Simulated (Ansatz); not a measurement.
Consider HfO2 in the fluorite structure (space group Fm-3m, No. 225; a = 5.001 Å).

Level of theory: Ansatz (an electronic-structure program) LDA, no spin-orbit coupling.

One change was made to it. Results:

The density goes up by 1.03 g/cm³ to 12.21 g/cm³; the band gap grows by 0.20 eV (3.66 eV → 3.86 eV).

What was done to the base?
A) pressure 30 GPa
B) pressure −2 GPa
C) pressure 0.9 GPa
D) pressure 4.5 GPa

A, pressure 30 GPa. For comparison, the band gap in the other runs: pressure 0.9 GPa gives 3.67 eV; pressure −2 GPa gives 3.65 eV; pressure 4.5 GPa gives 3.70 eV.

With Hf present, leaving out spin-orbit coupling can change the band edges. Load acts through the strain it causes; cell and atoms are relaxed under it. Stability against distortions was not tested. Competing high-pressure phases were not computed. This is not the structure that HfO2 has at room temperature and ambient pressure.
